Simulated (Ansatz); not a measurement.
We consider LiBH4 (Ama2, No. 40, 12 atoms in the cell; start mp-1095543), described by r²SCAN-D4 in Ansatz (PAW).

Numerical settings: plane-wave cutoff 500 eV, 6×10×10 k mesh (along the axes of the cell as run), gaussian smearing 0.02 eV, scalar-relativistic PAW data made under PBE.

Cell (relaxed at this level):

LiBH$_{4}$ has the orthorhombic space group Ama2 (No. 40), Pearson symbol oS24. Lattice parameters: a = 6.245 Å, b = 5.631 Å, c = 5.582 Å, α = β = γ = 90.00°. Li on 4a is coordinated by 6 H at 1.996–2.068 Å and 2 B at 2.460 Å and 2 B at 2.588 Å. B on 4b is surrounded by 4 H at 1.212–1.219 Å and 2 Li at 2.460 Å and 2 Li at 2.588 Å. H1 on 8c has 1 B at 1.219 Å and 1 Li at 2.043 Å (bent). H2 on 4b sees 1 B at 1.215 Å and 2 Li at 2.068 Å (trigonal pyramidal). H3 on 4b sees 1 B at 1.212 Å and 2 Li at 1.996 Å (trigonal pyramidal). (Neighbours: up to the widest gap in distance over summed covalent radii, below 1.35, at either atom; cation-cation and far metal-metal contacts left out.)
(The calculation used a cell of 12 atoms; values per cell refer to that cell.)

Q: Estimate the band gap that the calculation returns.

A: 
* **band gap**: 5.87 eV (on the SCF k mesh)

Note: a distance lies near a switch of the dispersion term, which can move the cell; the relaxation could not lower the start's symmetry, so the cell can be a saddle point above a distorted one.

Computed values are for the static lattice.

A start named mp-… is a Materials Project structure, which need not be a measured phase.

Ansatz is a program for electronic structure.
